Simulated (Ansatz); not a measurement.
Habitual settings against a tight run: Sc3FeC4 (Immm, 8 atoms in the cell)

Self-consistent single point.

```xyz
8
Lattice="-1.6938 2.1577 5.8602 1.6938 -2.1577 5.8602 1.6938 2.1577 -5.8602" Properties=species:S:1:pos:R:3 pbc="T T T"
Sc     0.0000     2.1577     0.0000
Sc     0.0000     0.0000     2.2095
Sc     0.0000     0.0000     9.5108
Fe     1.6938     0.0000     0.0000
C      1.6938     1.4378    -1.4492
C      0.0000     0.7199     7.3094
C      0.0000     0.7199     4.4110
C      1.6938     1.4378     1.4492
```
Moments meant for the start (each program seeds them in its own way; μB, in the order of the atoms Sc Sc Sc Fe C C C C): 0.0 0.0 0.0 4.0 0.0 0.0 0.0 0.0.

Computed with LDA (PW92), default PAW files made with PBE (plane waves; Ansatz, an electronic-structure program).

Base settings: basis.ecutwfc = 420 eV; kpoints.mp_grid.grid = 6 6 6; hamiltonian.xc = lda; hamiltonian.pseudopotentials = {kind: paw} (the program's default PAW files); magnetization.spin_polarized = true; scf.occupations.method = methfessel_paxton; scf.occupations.width = 0.1 eV.

Tight run (finer mesh or higher cutoff; not a proven limit): basis.ecutwfc: 420 eV → 590 eV; kpoints.mp_grid.grid: 6 6 6 → 9 9 9; scf.convergence.dr2_threshold: default (1e-07 eV) → 1e-09 eV. It gave Fermi level (on the code's own zero) 13.68 eV; pressure -3.64 GPa; largest force (vector length) 0.153 eV/Å; size of the cell's spin moment 0.41 μB.

Quick runs, as changes from the base:
- A: the base itself
- B: basis.ecutwfc: 420 eV → 250 eV; kpoints.mp_grid.grid: 6 6 6 → 3 3 3; hamiltonian.xc: lda → pbesol [PBEsol]
- C: kpoints.mp_grid.grid: 6 6 6 → 4 4 4
- D: basis.ecutwfc: 420 eV → 210 eV; kpoints.mp_grid.grid: 6 6 6 → 4 4 4

Dashes: energy of B, another energy zero.

† marks runs with another functional, U, potentials or spin treatment: their distance from the tight run is not a convergence error alone.

The count of work is k-points × plane waves × bands × iterations; it is no time. 

Pressures in the table are Ansatz's without its Pulay estimate, at a fixed set of plane waves; the tight run's value above holds the estimate.

The starting cell comes from a database of computed structures (which also holds hypothetical and non-ambient phases and stackings), without a prior relaxation at this level. Its lattice was rescaled by a random factor within 2.5 % of one. The moments shrank to a small part of their start, a low-spin state that need not be the lowest. The program warned that a starting moment was not kept. In the base run, with a pressure of about -4 GPa the cell is away from its equilibrium volume at this level.

```
run  energy less tight (meV/atom)  pressure less tight (GPa)  largest miss in a force vector (eV/Å)  count of work / tight
---  ----------------------------  -------------------------  -------------------------------------  ---------------------
A                             0.2                      -0.35                                  0.033                   0.16
B†                              –                     -53.45                                  0.695                  0.016
C                            -1.6                      -0.36                                  0.034                  0.060
D                          2777.5                    -175.86                                  1.418                  0.027
```

Among the runs at the tight run's level, the energy misses run from 0.2 to 2777.5 meV/atom.

Left out of this page: 2 runs of the series outside the window shown, repeating another row's setting, or not comparable.

Keys are those of Ansatz 0.2.
